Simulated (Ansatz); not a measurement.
A short convergence ladder for CsGeI₃ (Cm, 5 atoms in the cell)

```
CELL_PARAMETERS angstrom
      4.36642    -4.23686     0.00000
      4.36642     4.23686     0.00000
     -0.32524     0.00000     6.13785
ATOMIC_POSITIONS crystal
  Cs 0.91129 0.91129 0.59476
  Ge 0.37265 0.37265 0.13414
  I  0.41162 0.41162 0.58077
  I  0.91993 0.40881 0.09324
  I  0.40881 0.91993 0.09324
```

Base method: LDA (PW92), default PAW files made with PBE (plane waves; Ansatz, a quantum-chemistry and plane-wave program).

Base settings: basis.ecutwfc = 30.9 Ry; kpoints.mp_grid.grid = 3 3 3; hamiltonian.xc = lda; hamiltonian.pseudopotentials = {kind: paw} (the program's default PAW files); scf.occupations.method = fixed.

**The width of Fermi-Dirac smearing**

In this ladder: scf.occupations.method = fermi_dirac.

The mesh stays at the base's, so the ladder's end is converged at best in this setting alone.

Only quantities that move along the ladder and can be compared are tabulated.

```csv
scf.occupations.width,free energy less the last step's (meV/atom),pressure (GPa),largest difference of a force vector from the last step's (eV/Å)
0.0735 Ry,-440.43,-0.15,0.633
0.0367 Ry,-31.93,-1.76,0.129
0.0147 Ry,-0.09,-2.06,0.001
0.0073 Ry,0.00,-2.06,0.000
0.0015 Ry,0.00,-2.06,0.000
```

Widest scf.occupations.width that holds the pressure within 0.5 GPa of the last step, with all finer ones: 0.0367 Ry; the step before is off by 1.9 GPa.

Widest scf.occupations.width that holds the forces within 0.005 eV/Å of the last step, with all finer ones: 0.0147 Ry; the step before is off by 0.13 eV/Å.

Widest scf.occupations.width that holds the free energy within 1 meV/atom of the last step, with all finer ones: 0.0147 Ry; the step before is off by 32 meV/atom.

On the base run: the starting cell comes from a database of computed structures (which also holds hypothetical and non-ambient phases and stackings), without a prior relaxation at this level. Its lattice was rescaled by up to half a per cent. One atom was moved a little off its site on purpose. Ansatz's pressure includes its estimate of the finite-basis (Pulay) stress.

Keys are those of Ansatz 0.2.
